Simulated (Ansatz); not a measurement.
Consider a periodic stack without vacuum, rock-salt TaN (1 1 0) on tetragonal HfO2 (1 0 0), 2 Mg on Ta sites at each interface (film strained to the substrate, started from cuts of the bulks and a machine-learned relaxation; slabs Hf24O48 and N24Ta20Mg4, which can lie off the formulas): substrate slab Hf24O48, film N24Ta20Mg4, surface cells [[1, -1], [3, 0]] and [[0, -2], [2, -2]], film strained by -0.1 and +3.2 %, outermost planes HfO/HfO and NTa/NTa as cut, which need not be the usual terminations and can put a slab off its formula. Its start:

```yaml
crystal:
  lattice:
    - [6.37980, 0.00000, -0.01084]
    - [6.10903, 8.92204, 0.02640]
    - [0.29585, 0.60193, 25.40767]
  atoms:
    - { symbol: Hf, position: [0.53245, 0.30607, 0.04316] }
    - { symbol: Hf, position: [0.53294, 0.66728, 0.05795] }
    - { symbol: Hf, position: [0.50330, 0.99756, 0.06299] }
    - { symbol: Hf, position: [0.05142, 0.97629, 0.12115] }
    - { symbol: Hf, position: [0.96650, 0.33269, 0.11302] }
    - { symbol: Hf, position: [0.04199, 0.65780, 0.10374] }
    - { symbol: O, position: [0.70208, 0.08052, 0.02698] }
    - { symbol: O, position: [0.70067, 0.43611, 0.05144] }
    - { symbol: O, position: [0.74089, 0.76288, 0.04832] }
    - { symbol: O, position: [0.26112, 0.24063, 0.06184] }
    - { symbol: O, position: [0.22889, 0.65572, 0.02939] }
    - { symbol: O, position: [0.26279, 0.92048, 0.05454] }
    - { symbol: O, position: [0.81263, 0.20282, 0.10592] }
    - { symbol: O, position: [0.82488, 0.56358, 0.11642] }
    - { symbol: O, position: [0.79687, 0.90980, 0.12053] }
    - { symbol: O, position: [0.32445, 0.43179, 0.10622] }
    - { symbol: O, position: [0.31175, 0.72045, 0.12116] }
    - { symbol: O, position: [0.30295, 0.04729, 0.13281] }
    - { symbol: Hf, position: [0.45298, 0.35003, 0.18493] }
    - { symbol: Hf, position: [0.49102, 0.65928, 0.19827] }
    - { symbol: Hf, position: [0.53658, 0.98963, 0.19677] }
    - { symbol: Hf, position: [0.96698, 0.01202, 0.26278] }
    - { symbol: Hf, position: [0.01185, 0.31916, 0.25391] }
    - { symbol: Hf, position: [0.99249, 0.65155, 0.25810] }
    - { symbol: O, position: [0.68743, 0.11626, 0.19797] }
    - { symbol: O, position: [0.69248, 0.41958, 0.18193] }
    - { symbol: O, position: [0.66296, 0.77281, 0.19796] }
    - { symbol: O, position: [0.18841, 0.28597, 0.18139] }
    - { symbol: O, position: [0.16670, 0.60248, 0.18509] }
    - { symbol: O, position: [0.16931, 0.90262, 0.19649] }
    - { symbol: O, position: [0.80261, 0.23558, 0.27240] }
    - { symbol: O, position: [0.80530, 0.54309, 0.25288] }
    - { symbol: O, position: [0.80396, 0.88927, 0.26370] }
    - { symbol: O, position: [0.30693, 0.39822, 0.25760] }
    - { symbol: O, position: [0.30748, 0.69097, 0.26634] }
    - { symbol: O, position: [0.29145, 0.06196, 0.25884] }
    - { symbol: Hf, position: [0.48184, 0.32805, 0.33417] }
    - { symbol: Hf, position: [0.46028, 0.66180, 0.33976] }
    - { symbol: Hf, position: [0.49628, 0.97276, 0.33248] }
    - { symbol: Hf, position: [0.93415, 0.99116, 0.39775] }
    - { symbol: Hf, position: [0.97987, 0.32410, 0.39587] }
    - { symbol: Hf, position: [0.99364, 0.64026, 0.40143] }
    - { symbol: O, position: [0.66665, 0.09014, 0.33089] }
    - { symbol: O, position: [0.66518, 0.43882, 0.34316] }
    - { symbol: O, position: [0.67817, 0.74342, 0.32638] }
    - { symbol: O, position: [0.16361, 0.28891, 0.32689] }
    - { symbol: O, position: [0.17561, 0.57436, 0.33274] }
    - { symbol: O, position: [0.18149, 0.92287, 0.33471] }
    - { symbol: O, position: [0.80716, 0.20780, 0.39738] }
    - { symbol: O, position: [0.76109, 0.56778, 0.41359] }
    - { symbol: O, position: [0.76959, 0.87167, 0.39722] }
    - { symbol: O, position: [0.28923, 0.37620, 0.40683] }
    - { symbol: O, position: [0.26363, 0.70636, 0.40880] }
    - { symbol: O, position: [0.29355, 0.08379, 0.39952] }
    - { symbol: Hf, position: [0.39388, 0.34623, 0.48838] }
    - { symbol: Hf, position: [0.47745, 0.66436, 0.48004] }
    - { symbol: Hf, position: [0.40440, 0.01270, 0.47531] }
    - { symbol: Hf, position: [0.94878, 0.98819, 0.53060] }
    - { symbol: Hf, position: [0.89352, 0.32246, 0.53729] }
    - { symbol: Hf, position: [0.94491, 0.65941, 0.54970] }
    - { symbol: O, position: [0.67124, 0.06627, 0.47320] }
    - { symbol: O, position: [0.61875, 0.42900, 0.47787] }
    - { symbol: O, position: [0.63438, 0.78939, 0.49534] }
    - { symbol: O, position: [0.14117, 0.26987, 0.47806] }
    - { symbol: O, position: [0.11282, 0.57291, 0.47788] }
    - { symbol: O, position: [0.17186, 0.92861, 0.46232] }
    - { symbol: O, position: [0.70336, 0.22205, 0.54290] }
    - { symbol: O, position: [0.74357, 0.54897, 0.54240] }
    - { symbol: O, position: [0.75874, 0.91169, 0.57386] }
    - { symbol: O, position: [0.21379, 0.42367, 0.56079] }
    - { symbol: O, position: [0.18502, 0.74463, 0.53221] }
    - { symbol: O, position: [0.18399, 0.06828, 0.54188] }
    - { symbol: N, position: [0.48573, 0.14443, 0.65407] }
    - { symbol: N, position: [0.96943, 0.16213, 0.65545] }
    - { symbol: N, position: [0.48608, 0.64502, 0.65479] }
    - { symbol: N, position: [0.97726, 0.65126, 0.64089] }
    - { symbol: N, position: [0.46430, 0.39736, 0.70821] }
    - { symbol: N, position: [0.99755, 0.39781, 0.70775] }
    - { symbol: N, position: [0.49067, 0.89449, 0.70526] }
    - { symbol: N, position: [0.98902, 0.89360, 0.70574] }
    - { symbol: N, position: [0.98509, 0.13724, 0.76957] }
    - { symbol: N, position: [0.47877, 0.14138, 0.76925] }
    - { symbol: N, position: [0.99085, 0.63905, 0.76710] }
    - { symbol: N, position: [0.48498, 0.64083, 0.76759] }
    - { symbol: N, position: [0.97716, 0.39055, 0.83097] }
    - { symbol: N, position: [0.49582, 0.37908, 0.83092] }
    - { symbol: N, position: [0.99548, 0.88093, 0.82444] }
    - { symbol: N, position: [0.48667, 0.88561, 0.82385] }
    - { symbol: N, position: [0.50320, 0.12391, 0.88848] }
    - { symbol: N, position: [0.97661, 0.12286, 0.88810] }
    - { symbol: N, position: [0.49632, 0.61963, 0.89107] }
    - { symbol: N, position: [0.00949, 0.61933, 0.89034] }
    - { symbol: N, position: [0.48574, 0.36596, 0.95946] }
    - { symbol: N, position: [0.00421, 0.36190, 0.94191] }
    - { symbol: N, position: [0.49293, 0.87691, 0.93785] }
    - { symbol: N, position: [0.00715, 0.85730, 0.93908] }
    - { symbol: Ta, position: [0.73360, 0.14428, 0.70804] }
    - { symbol: Ta, position: [0.23120, 0.14740, 0.70818] }
    - { symbol: Ta, position: [0.74550, 0.64698, 0.70291] }
    - { symbol: Ta, position: [0.22491, 0.64667, 0.70231] }
    - { symbol: Mg, position: [0.24805, 0.38766, 0.64061] }
    - { symbol: Ta, position: [0.72900, 0.40106, 0.66354] }
    - { symbol: Mg, position: [0.23936, 0.90208, 0.64756] }
    - { symbol: Ta, position: [0.72846, 0.90956, 0.65228] }
    - { symbol: Ta, position: [0.21901, 0.14667, 0.82506] }
    - { symbol: Ta, position: [0.73033, 0.13477, 0.82532] }
    - { symbol: Ta, position: [0.24409, 0.62689, 0.82852] }
    - { symbol: Ta, position: [0.74634, 0.62854, 0.82486] }
    - { symbol: Ta, position: [0.72681, 0.39609, 0.77262] }
    - { symbol: Ta, position: [0.23161, 0.39348, 0.77121] }
    - { symbol: Ta, position: [0.74158, 0.88621, 0.76831] }
    - { symbol: Ta, position: [0.25111, 0.88149, 0.76816] }
    - { symbol: Mg, position: [0.76862, 0.09084, 0.94994] }
    - { symbol: Ta, position: [0.24118, 0.11834, 0.93308] }
    - { symbol: Mg, position: [0.75855, 0.61891, 0.94554] }
    - { symbol: Ta, position: [0.24362, 0.63062, 0.94801] }
    - { symbol: Ta, position: [0.25548, 0.37355, 0.89474] }
    - { symbol: Ta, position: [0.73338, 0.37355, 0.89530] }
    - { symbol: Ta, position: [0.25296, 0.86605, 0.88596] }
    - { symbol: Ta, position: [0.74663, 0.86818, 0.88428] }
```

The start was prepared with a machine-learned potential, and the result is one local minimum, with the in-plane cell held and forces under 0.04 eV/Å; the film can end far from its bulk form.

These are PBE (plane waves to 420 eV, PAW; Ansatz, an electronic-structure program) values and carry that method's errors. Spin–orbit coupling is left out; the runs are not spin-polarised; PBE gaps are too small against experiment. Its k-point mesh 5×3×1, Fermi–Dirac width 0.05 eV.

Task: Predict the relaxed interface.

Result: 
| Item | Result |
|---|---|
| interface area | 56.9 Å² |
| period | 25.32 Å |
| heights between the nearest atoms of the two slabs at the two interfaces | 0.72 and 0.72 Å |
| Hf–Mg contacts across the interfaces within 1.22 times the sum of covalent radii | 12, mean 3.40 Å |
| Hf–Ta contacts across the interfaces within 1.22 times the sum of covalent radii | 10, mean 3.40 Å |
| Mg–O contacts across the interfaces within 1.22 times the sum of covalent radii | 8, mean 2.12 Å |
| Hf–N contacts across the interfaces within 1.22 times the sum of covalent radii | 4, mean 2.70 Å |
